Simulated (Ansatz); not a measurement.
**A computed series for Rb2LiTlF6: element substitutions**

The reference is Rb₂LiTlF₆ (space group Fm-3m, No. 225; a = 8.5047 Å; a cell from a computed database, its experimental status unchecked).

Each row replaces one element on all its sites; cell and atoms are relaxed.

The values are results of Ansatz (a first-principles code) PBEsol, scalar-relativistic without spin-orbit coupling, not measurements.

```
change   volume per atom  band gap
-------  ---------------  --------
base            15.38 Å³   3.57 eV
Rb → Y          14.62 Å³      zero
F → Br          31.60 Å³   0.58 eV
Tl → Sb         15.80 Å³   4.12 eV
```

Other magnetic orders, which the real material may have, were not ruled out. Spin-orbit coupling, missing from the scalar runs, can matter with Sb and Tl. No phonon test of stability was made. As relaxed here, LiY2TlF6 is a hypothetical phase, not in the database extracts checked. For Rb2LiTlBr6 and Rb2LiSbF6 in this form, whether it has been made was not checked.
